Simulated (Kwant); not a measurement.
Computed with Kwant: Hückel tight-binding model, one pz orbital an atom, one spin, coherent transport at 0 K. Conductance is in e²/h.

System: π system c1ccc2c(c1)-c1cccc3cccc-2c13 between two chain leads. The π system is taken as planar. Atoms are numbered from 0 in the order of the SMILES. Site energies (eV, carbon 0): [0.0, 0.0, 0.0, 0.0, 0.0, 0.0, 0.0, 0.0, 0.0, 0.0, 0.0, 0.0, 0.0, 0.0, 0.0, 0.0]. Bonds (i, j, β in eV): (0,1,-2.7) (1,2,-2.7) (2,3,-2.7) (3,4,-2.7) (4,5,-2.7) (4,6,-2.7) (6,7,-2.7) (7,8,-2.7) (8,9,-2.7) (9,10,-2.7) (10,11,-2.7) (11,12,-2.7) (12,13,-2.7) (13,14,-2.7) (14,15,-2.7) (5,0,-2.7) (15,6,-2.7) (14,3,-2.7) (15,10,-2.7). Leads: chains of hopping −4.1 eV, joined by −0.54 eV to atoms 0 and 5.

Site energies and bond integrals are typed Hückel values.

Sweep values stay those of the base run.

One input was changed, with this effect: transmission at E = 0 0.00069 → 7.7e-5.

Task: Which change was it?
A) contacts moved from atoms [0, 5] to [7, 9]
B) contacts moved from atoms [0, 5] to [7, 13]
C) contacts moved from atoms [0, 5] to [0, 7]
D) contacts moved from atoms [0, 5] to [2, 12]
E) contacts moved from atoms [0, 5] to [8, 11]
F) contacts moved from atoms [0, 5] to [7, 8]

Result: C, contacts moved from atoms [0, 5] to [0, 7]
